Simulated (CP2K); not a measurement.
CP2K run on SrBi3 (Pm-3m, 4 atoms in the cell): self-consistent single point.

Computed with LDA (Pade form), GPW, DZVP-MOLOPT-SR-GTH basis, GTH-PADE potentials (GTH_POTENTIALS) (CP2K).

```xyz
4
Lattice="5.0497 0.0000 0.0000 0.0000 5.0497 0.0000 0.0000 0.0000 5.0497" Properties=species:S:1:pos:R:3 pbc="T T T"
Sr     0.0000     0.0000     0.0000
Bi     2.5248     2.5248     0.0000
Bi     0.0000     2.5248     2.5248
Bi     2.5248     0.0000     2.5248
```

Reference input (self-consistent single point, DFT PBEsol, GPW, DZVP-MOLOPT-SR-GTH basis, GTH-PBE potentials (GTH_POTENTIALS)): CUTOFF = 500 Ry; REL_CUTOFF = 50 Ry; SMEAR/METHOD = GAUSSIAN; SIGMA = 0.1 eV; KPOINTS/SCHEME = MONKHORST-PACK 5 5 5; XC_FUNCTIONAL = PBE:PBESOL; Sr/BASIS_SET = DZVP-MOLOPT-SR-GTH-q10; Sr/POTENTIAL = GTH-PBE-q10; Bi/BASIS_SET = DZVP-MOLOPT-SR-GTH-q5; Bi/POTENTIAL = GTH-PBE-q5; METHOD = GPW; EPS_DEFAULT = 1e-10. This run's input differs from it in these lines:

```diff
@@ -43,6 +43,3 @@
     &XC
-      &XC_FUNCTIONAL
-        &PBE
-          PARAMETRIZATION PBESOL
-        &END PBE
+      &XC_FUNCTIONAL PADE
       &END XC_FUNCTIONAL
@@ -79,3 +76,3 @@
       BASIS_SET DZVP-MOLOPT-SR-GTH-q10
-      POTENTIAL GTH-PBE-q10
+      POTENTIAL GTH-PADE-q10
     &END KIND
@@ -83,3 +80,3 @@
       BASIS_SET DZVP-MOLOPT-SR-GTH-q5
-      POTENTIAL GTH-PBE-q5
+      POTENTIAL GTH-PADE-q5
     &END KIND
```

Output, abridged:

```
 SCF WAVEFUNCTION OPTIMIZATION

  Step     Update method      Time    Convergence         Total energy    Change
     1 NoMix/Diag. 0.30E+00      -     1.83092553       -47.9290684918 -4.79E+01
     2 Broy./Diag. 0.30E+00      -     0.00700860       -47.8646705624  6.44E-02
     3 Broy./Diag. 0.30E+00      -     0.02280174       -47.6922304109  1.72E-01
     4 Broy./Diag. 0.30E+00      -     0.00107367       -47.6565687615  3.57E-02
     5 Broy./Diag. 0.30E+00      -     0.00163435       -47.6476797349  8.89E-03
     6 Broy./Diag. 0.30E+00      -     0.00040668       -47.6453287594  2.35E-03
     7 Broy./Diag. 0.30E+00      -     0.00035985       -47.6443903353  9.38E-04
     8 Broy./Diag. 0.30E+00      -     0.00000393       -47.6440858986  3.04E-04
     9 Broy./Diag. 0.30E+00      -     0.00000386       -47.6441489136 -6.30E-05
    10 Broy./Diag. 0.30E+00      -     0.00000033       -47.6441556680 -6.75E-06
  *** SCF run converged in    10 steps ***

  Overlap energy of the core charge distribution:               0.00000000000014
  Self energy of the core charge distribution:                -93.74017701852357
  Core Hamiltonian energy:                                     19.45368575412571
  Hartree energy:                                              35.00168751200816
  Exchange-correlation energy:                                 -8.35872816199807
  Smearing free energy correction:                             -0.00062375269283
  Fermi energy:                                                 0.19883519506593

  Total energy:                                               -47.64415566804692
  Total energy (extrapolated to sigma->0):                    -47.64384379170050

   [... lines left out ...]

 STRESS| Analytical stress tensor [bar]
 STRESS|                        x                   y                   z
 STRESS|      x       -2.57505620363E+04   4.18865716168E-05   4.18860316726E-05
 STRESS|      y        4.18865716168E-05  -2.57505722979E+04   4.18867831134E-05
 STRESS|      z        4.18860316726E-05   4.18867831134E-05  -2.57505722975E+04
 STRESS| 1/3 Trace                                            -2.57505688773E+04
```

The run converged in 10 iterations. Against the reference run the pressure goes from 0.12 to -2.58 GPa.

The starting cell comes from a database of computed structures (which also holds hypothetical and non-ambient phases and stackings), without a prior relaxation at this level. Its lattice was rescaled by a random factor within 2.5 % of one. Values carry the incompleteness of an atom-centred basis.
